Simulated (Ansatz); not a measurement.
**Pressure series in Y**

Base system: Y in the hcp (Mg type) structure (space group P6_3/mmc, No. 194).

```yaml
crystal:
  lattice:
    - [3.68257, 0.00000, 0.00000]
    - [-1.84129, 3.18920, 0.00000]
    - [0.00000, 0.00000, 5.69848]
  atoms:
    - { symbol: Y, position: [0.33333, 0.66667, 0.75000] }
    - { symbol: Y, position: [0.66667, 0.33333, 0.25000] }
```

Cell and atoms are relaxed at each pressure.

Calculations: Ansatz (a first-principles code) r2SCAN, without spin-orbit coupling.

```
case              shortest interatomic distance  c/a ratio
----------------  -----------------------------  ---------
base                                   355.5 pm      1.547
pressure −2 GPa                        362.3 pm      1.552
pressure −1 GPa                        358.7 pm      1.549
pressure 3 GPa                              [?]      1.542
pressure 7 GPa                         338.7 pm      1.539
pressure 15 GPa                        326.0 pm      1.547
pressure 30 GPa                        311.3 pm      1.584
pressure 50 GPa                        298.5 pm      1.636
pressure 75 GPa                        282.4 pm        [?]
pressure 100 GPa                       271.7 pm      1.698
```

### Question
Complete the table.

### Answer

- pressure 3 GPa, shortest interatomic distance: 347.3 pm
- pressure 75 GPa, c/a ratio: 1.680

Load acts through the strain it causes; cell and atoms are relaxed under it. No phonon test of stability was made. Competing high-pressure phases were not computed. The final runs are not spin-polarised.
